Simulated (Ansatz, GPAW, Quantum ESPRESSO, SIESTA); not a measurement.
# One structure in several programs: Mg6SiBi (Amm2, 8 atoms in the cell)

Self-consistent single point, at a second geometry (lattice scaled by 0.98). First geometry:

```yaml
crystal:
  lattice:
    - [5.23039, 0.00000, 0.00000]
    - [0.00000, 3.12038, 6.06639]
    - [0.00000, -3.12038, 6.06639]
  atoms:
    - { symbol: Mg, position: [0.00000, 0.83474, 0.32214] }
    - { symbol: Mg, position: [0.00000, 0.32214, 0.83474] }
    - { symbol: Mg, position: [0.00000, 0.32531, 0.32531] }
    - { symbol: Mg, position: [0.50000, 0.66405, 0.14943] }
    - { symbol: Mg, position: [0.50000, 0.14943, 0.66405] }
    - { symbol: Mg, position: [0.50000, 0.17342, 0.17342] }
    - { symbol: Si, position: [0.00000, 0.87842, 0.87842] }
    - { symbol: Bi, position: [0.50000, 0.65250, 0.65250] }
```

Shared settings, as Ansatz (a first-principles code) writes them: kpoints.mp_grid.grid = 4 3 3; scf.occupations.method = gaussian; scf.occupations.width = 0.05 eV. Potentials and cutoffs stand in the table.

```csv
code,model,ΔF from the first geometry (meV/atom),pressure (GPa),largest force (eV/Å),cutoff
Ansatz,"PBEsol, PAW files made with PBE",-23.7,-1.54,0.130,420 eV
Quantum ESPRESSO,"PBEsol, PseudoDojo standard norm-conserving (PBESOL) pseudopotentials",-23.4,-1.52,0.130,85 Ry
SIESTA,"GGA PBEsol, numerical atomic orbitals DZP, PseudoDojo PBEsol standard norm-conserving potentials (rewritten from UPF to PSML)",-5.4,0.75,0.293,grid 300 Ry
GPAW,"PBEsol, GPAW PAW datasets PBEsol (made by gpaw-setup)",-23.9,-1.56,0.129,850 eV
```

Size of the force on each atom (eV/Å): Sizes of forces hide their directions.

```csv
code,Mg1,Mg2,Mg3,Mg4,Mg5,Mg6,Si7,Bi8
Ansatz,0.066,0.066,0.130,0.040,0.040,0.031,0.058,0.076
Quantum ESPRESSO,0.070,0.070,0.130,0.046,0.046,0.031,0.053,0.074
SIESTA,0.198,0.198,0.080,0.112,0.112,0.127,0.293,0.113
GPAW,0.071,0.071,0.129,0.040,0.040,0.035,0.058,0.079
```

On Ansatz's run: spin-orbit coupling is off.

The spread over the programs that give each value: ΔF from the first geometry within 18.5 meV/atom; pressure within 2.31 GPa; largest force within 0.164 eV/Å.

SIESTA uses small atom-centred bases, whose incompleteness enters pressures, forces and empty levels differently from a plane-wave cutoff. Ansatz's pressure is given at a fixed set of plane waves, as the other plane-wave codes print theirs. In the pressure, SIESTA (by 2.29) lies more than 1 GPa from the median of the plane-wave programs. In the force vectors, SIESTA (by 0.351) lies more than 0.08 eV/Å from the median of the plane-wave programs.

The shared mesh is coarse (it stands for a supercell whose shortest vector is 18 Å), so the values are not converged in it.

The starting cell comes from a database of computed structures (which also holds hypothetical and non-ambient phases and stackings), without a prior relaxation at this level. Its lattice was rescaled by a random factor within 2.5 % of one. For this run, on top of that: lattice scaled by 0.98.

Left out of this page: CP2K (unsound by tests on forces, stress, charge or solver warnings).

Keys are those of Ansatz 0.2.
